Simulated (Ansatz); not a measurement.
## Ir under a change: Ir interstitial (started 1.66 Å from the nearest host atom), symmetric start

Start from a 12-atom supercell of Ir in the fcc (Cu type) structure (space group Fm-3m, No. 225; a = 3.845 Å) at its relaxed geometry.

It is then changed as follows: a neutral Ir interstitial (started 1.66 Å from the nearest host atom), symmetric start, atoms relaxed at fixed cell.

All numbers come from r2SCAN in Ansatz (plane waves to 500 eV, PAW, no spin-orbit coupling), earlier PAW set. Settings: 7×5×7 k-points, 0.05 eV Fermi–Dirac smearing.

The pressure goes up by 78.08 GPa (0.1 GPa → 78.1 GPa) and the final site of the added atom amounts to 13 Ir at 2.14–3.29 Å.

Final structure:

```
Ir
1.0
    0.00000     3.84505     3.84505
    3.84505    -3.84505     3.84505
    3.84505     3.84505     0.00000
Ir
13
Direct
  0.00000   0.85878   0.00000
  0.00000   0.01923   0.50000
  0.18775   0.38607   0.18775
  0.18775   0.38607   0.62451
  0.33333   0.71238   0.33333
  0.37547   0.65238   0.81227
  0.50000   0.01923   0.00000
  0.50000   0.01923   0.50000
  0.62451   0.38607   0.18775
  0.66667   0.32608   0.66667
  0.81227   0.65238   0.37547
  0.81227   0.65238   0.81227
  0.00000   0.17972   0.00000
```

In so small a cell the defect repeats every few ångströms: this is an ordered compound, not a dilute defect. The defect started on the symmetric site and kept its symmetry, so it may sit on a saddle. All final runs are without spin polarisation. The defect cell is not spin-polarised.

Ansatz is a quantum-chemistry and plane-wave program.
